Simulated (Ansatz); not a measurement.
Si (I4/mmm, No. 139; start mp-999200; another form than the element's usual one), treated with PBE0 (Ansatz, a quantum-chemistry and plane-wave program, PAW).

Settings: plane-wave cutoff 460 eV, 8×8×8 k mesh, Fermi–Dirac smearing 0.01 eV, scalar-relativistic PAW data made under PBE.

The cell is the one relaxed with PBEsol. Conventional cell: a = 6.6446 Å, b = 6.6446 Å, c = 3.8375 Å, α = 90.00°, β = 90.00°, γ = 90.00°.

```
CELL_PARAMETERS angstrom
     -3.32231     3.32231     1.91873
      3.32231    -3.32231     1.91873
      3.32231     3.32231    -1.91873
ATOMIC_POSITIONS crystal
  Si 0.17873 0.17873 0.35746
  Si 0.82127 0.82127 0.64254
  Si 0.17873 0.82127 0.00000
  Si 0.82127 0.17873 0.00000
```

Q: List the 9 lowest band energies at Γ above −25 eV (eV, relative to the valence band maximum), grouping those that round alike.

A: At Γ: -13.53, -8.80, -6.28 (×2), -4.15, -1.66 (×2), -0.59, 2.75.

A start named mp-… is a Materials Project structure, which can be a computed phase never made.
